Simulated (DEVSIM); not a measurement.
System: Si n-i-p diode, at 300 K.

Layer 1 from the left is Si, thickness (μm) 0.910, Nd (cm⁻³) 1.5e18, τn (s) 0.00019, τp (s) 0.00019. Layer 2 from the left is Si, thickness (μm) 27.0, Na (cm⁻³) 2.9e13, τn (s) 0.00019, τp (s) 0.00019. Layer 3 from the left is Si, thickness (μm) 0.680, Na (cm⁻³) 3.7e18, τn (s) 1.9e-5, τp (s) 0.00019.

Left contact: ohmic. Right contact: ohmic. Voltage is applied to the left contact. Recombination: SRH at mid-gap, Auger. Mobility is constant in doping.

Constants are typed, rounded textbook-type inputs, not results; the design itself was drawn at random and stands for no fabricated device. Values at 300 K.

Si: gap (eV) 1.124, affinity (eV) 4.05, permittivity 11.7, Nc (cm⁻³) 2.86e19, Nv (cm⁻³) 3.1e19, μn (cm²/Vs) 1417, μp (cm²/Vs) 470, Cn (cm⁶/s) 2.8e-31, Cp (cm⁶/s) 9.9e-32.

DEVSIM, 1D drift-diffusion, Boltzmann statistics, complete ionisation; no tunnelling, impact ionisation, image-force lowering or self-heating.

What does the simulation give for the dark forward voltage at 1 A/cm², the dark forward voltage at 100 A/cm²?

dark forward voltage at 1 A/cm² 0.678 V; dark forward voltage at 100 A/cm² 0.815 V.
